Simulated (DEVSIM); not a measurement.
Device: abrupt In0.53Ga0.47As n-p junction, at 300 K.

```csv
layer (left to right),material,thickness (μm),Nd (cm⁻³),Na (cm⁻³),τn (s),τp (s)
1,In0.53Ga0.47As,0.250,3.6e16,-,7.4e-8,7.4e-8
2,In0.53Ga0.47As,0.860,-,7.3e16,2.2e-6,7.4e-8
```

Left contact: ohmic. Right contact: ohmic. Voltage is applied to the left contact. Recombination: SRH at mid-gap. Mobility is constant in doping.

Constants are typed, rounded textbook-type inputs, not results; the design itself was drawn at random and stands for no fabricated device. Values at 300 K.

| parameter | In0.53Ga0.47As |
|---|---|
| gap (eV) | 0.74 |
| affinity (eV) | 4.51 |
| permittivity | 13.9 |
| Nc (cm⁻³) | 2.1e17 |
| Nv (cm⁻³) | 7.7e18 |
| μn (cm²/Vs) | 12000 |
| μp (cm²/Vs) | 300 |

DEVSIM, 1D drift-diffusion, Boltzmann statistics, complete ionisation; no tunnelling, impact ionisation, image-force lowering or self-heating.

Tabulate band edges, carrier densities and field at zero bias.

Energies count from the Fermi level of the right contact; mesh points crowd at the junctions.

```json
[
 {"x (μm)": "0.000", "Ec (eV)": "0.046", "Ev (eV)": "-0.694", "n (cm⁻³)": "3.6e16", "p (cm⁻³)": "1.7e7", "field (V/cm)": "63"},
 {"x (μm)": "0.01303", "Ec (eV)": "0.046", "Ev (eV)": "-0.694", "n (cm⁻³)": "3.6e16", "p (cm⁻³)": "1.7e7", "field (V/cm)": "73"},
 {"x (μm)": "0.03172", "Ec (eV)": "0.046", "Ev (eV)": "-0.694", "n (cm⁻³)": "3.6e16", "p (cm⁻³)": "1.7e7", "field (V/cm)": "130"},
 {"x (μm)": "0.05852", "Ec (eV)": "0.046", "Ev (eV)": "-0.694", "n (cm⁻³)": "3.5e16", "p (cm⁻³)": "1.7e7", "field (V/cm)": "380"},
 {"x (μm)": "0.1101", "Ec (eV)": "0.053", "Ev (eV)": "-0.687", "n (cm⁻³)": "2.7e16", "p (cm⁻³)": "2.2e7", "field (V/cm)": "3100"},
 {"x (μm)": "0.1568", "Ec (eV)": "0.090", "Ev (eV)": "-0.650", "n (cm⁻³)": "6.5e15", "p (cm⁻³)": "9.2e7", "field (V/cm)": "15000"},
 {"x (μm)": "0.1941", "Ec (eV)": "0.174", "Ev (eV)": "-0.566", "n (cm⁻³)": "2.5e14", "p (cm⁻³)": "2.4e9", "field (V/cm)": "31000"},
 {"x (μm)": "0.2275", "Ec (eV)": "0.304", "Ev (eV)": "-0.436", "n (cm⁻³)": "1.6e12", "p (cm⁻³)": "3.7e11", "field (V/cm)": "47000"},
 {"x (μm)": "0.2434", "Ec (eV)": "0.385", "Ev (eV)": "-0.355", "n (cm⁻³)": "7.3e10", "p (cm⁻³)": "8.2e12", "field (V/cm)": "54000"},
 {"x (μm)": "0.2542", "Ec (eV)": "0.445", "Ev (eV)": "-0.295", "n (cm⁻³)": "7.1e9", "p (cm⁻³)": "8.5e13", "field (V/cm)": "53000"},
 {"x (μm)": "0.2699", "Ec (eV)": "0.517", "Ev (eV)": "-0.223", "n (cm⁻³)": "4.4e8", "p (cm⁻³)": "1.4e15", "field (V/cm)": "38000"},
 {"x (μm)": "0.3023", "Ec (eV)": "0.596", "Ev (eV)": "-0.144", "n (cm⁻³)": "2.0e7", "p (cm⁻³)": "2.9e16", "field (V/cm)": "12000"},
 {"x (μm)": "0.3433", "Ec (eV)": "0.617", "Ev (eV)": "-0.123", "n (cm⁻³)": "9000000", "p (cm⁻³)": "6.7e16", "field (V/cm)": "1400"},
 {"x (μm)": "0.4060", "Ec (eV)": "0.620", "Ev (eV)": "-0.120", "n (cm⁻³)": "8200000", "p (cm⁻³)": "7.3e16", "field (V/cm)": "32"},
 {"x (μm)": "0.5478", "Ec (eV)": "0.620", "Ev (eV)": "-0.120", "n (cm⁻³)": "8200000", "p (cm⁻³)": "7.3e16", "field (V/cm)": "≈ 0"},
 {"x (μm)": "0.7137", "Ec (eV)": "0.620", "Ev (eV)": "-0.120", "n (cm⁻³)": "8200000", "p (cm⁻³)": "7.3e16", "field (V/cm)": "≈ 0"},
 {"x (μm)": "0.8593", "Ec (eV)": "0.620", "Ev (eV)": "-0.120", "n (cm⁻³)": "8200000", "p (cm⁻³)": "7.3e16", "field (V/cm)": "≈ 0"},
 {"x (μm)": "0.9547", "Ec (eV)": "0.620", "Ev (eV)": "-0.120", "n (cm⁻³)": "8200000", "p (cm⁻³)": "7.3e16", "field (V/cm)": "≈ 0"},
 {"x (μm)": "1.030", "Ec (eV)": "0.620", "Ev (eV)": "-0.120", "n (cm⁻³)": "8200000", "p (cm⁻³)": "7.3e16", "field (V/cm)": "≈ 0"},
 {"x (μm)": "1.066", "Ec (eV)": "0.620", "Ev (eV)": "-0.120", "n (cm⁻³)": "8200000", "p (cm⁻³)": "7.3e16", "field (V/cm)": "≈ 0"},
 {"x (μm)": "1.090", "Ec (eV)": "0.620", "Ev (eV)": "-0.120", "n (cm⁻³)": "8200000", "p (cm⁻³)": "7.3e16", "field (V/cm)": "≈ 0"},
 {"x (μm)": "1.110", "Ec (eV)": "0.620", "Ev (eV)": "-0.120", "n (cm⁻³)": "8200000", "p (cm⁻³)": "7.3e16", "field (V/cm)": "≈ 0"}
]
```
